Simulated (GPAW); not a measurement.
Troubleshooting GPAW: a failed run on NbB2 (P1, 3 atoms in the cell). The aim is a self-consistent single point with DFT PBEsol, plane waves, GPAW PAW datasets PBEsol (made by gpaw-setup).

The input file:

```python
from ase import Atoms
from ase.units import GPa
from gpaw import GPAW, PW

atoms = Atoms(['Nb', 'B', 'B'],
              cell=[[3.111090, 0.000000, 0.000000],
                    [-1.555545, 2.694283, 0.000000],
                    [0.000000, 0.000000, 3.345210]],
              positions=[[-0.015153, -0.046064, 0.009045],
                         [-0.015823, 1.830447, 1.667587],
                         [1.586521, 0.909900, 1.668577]],
              pbc=True)

calc = GPAW(mode=PW(900),
            xc='PBEsol',
            kpts=(7, 7, 5),
            occupation={'name': 'methfessel-paxton', 'width': 0.136, 'order': 1},
            nbands=-7,
            convergence={'density': 1e-05, 'energy': 1e-05},
            symmetry={'symmorphic': False, 'tolerance': 0.0005},
            maxiter=150,
            txt='-')

atoms.calc = calc

energy = atoms.get_potential_energy()
print('Energy (eV):', round(energy, 6))
forces = atoms.get_forces()
print('Forces (eV/Ang):')
print(forces.round(5))
stress = atoms.get_stress()
print('Stress (GPa, Voigt):', (stress / GPa).round(4))
```

Output (repeated stretches shortened):

```
Traceback (most recent call last):
   [... frames left out ...]
TypeError: Unknown GPAW parameter: occupation
```

From the messages shown, name the fault and mend the input.

The fault is a keyword that the program does not know. The program does not know a key of this name. To fix it, use the program's own name for the key. The program stopped before any SCF iteration.

An input that runs soundly differs in these lines (not the only fix; some lines may just follow from the change or write a value another way):
```diff
-            occupation={'name': 'methfessel-paxton', 'width': 0.136, 'order': 1},
+            occupations={'name': 'methfessel-paxton', 'width': 0.136, 'order': 1},
```

With that input, the run converged in 20 iterations: free energy E − TS (from the program's reference atoms) -27.5992 eV; Fermi level (on the code's own zero) 13.65 eV; largest force (vector length) 0.820 eV/Å (DFT PBEsol, plane waves, GPAW PAW datasets PBEsol (made by gpaw-setup)).

On the sound input: the starting cell comes from a database of computed structures (which also holds hypothetical and non-ambient phases and stackings), without a prior relaxation at this level. Its atoms were displaced at random from the sites of space group no. 191. Spin polarisation is off. Without a gap this mesh is coarse (it stands for a supercell whose shortest vector is 17 Å).
